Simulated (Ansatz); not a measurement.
Base system: CdSe in the zinc blende structure (space group F-43m, No. 216).

```yaml
crystal:
  lattice:
    - [0.00000, 3.09821, 3.09821]
    - [3.09821, 0.00000, 3.09821]
    - [3.09821, 3.09821, 0.00000]
  atoms:
    - { symbol: Cd, position: [0.00000, 0.00000, 0.00000] }
    - { symbol: Se, position: [0.25000, 0.25000, 0.25000] }
```

Method: PBE (Ansatz, an electronic-structure program, PAW, scalar-relativistic without spin-orbit coupling).

Base values:

| Quantity | Value |
|---|---|
| Hole mass | 0.054, 0.73, 0.73 mₑ (at Γ) |
| Band gap | 0.49 eV |
| Pressure | -0.01 GPa |

The change: the cell is scaled by 0.9850 in all directions; the atoms relax in the strained cell.

Q: How does this affect the hole mass, band gap and pressure?

A: The hole mass (degenerate bands, along [100]) goes from 0.054, 0.73, 0.73 mₑ (at Γ) to 0.061, 0.69, 0.69 mₑ (at Γ); the band gap rises by 0.093 eV, from 0.49 eV to 0.59 eV; the pressure goes up by 2.25 GPa to 2.24 GPa.

Masses are band curvatures over ±0.01 Å⁻¹ around the edge. Stability against distortions was not tested.
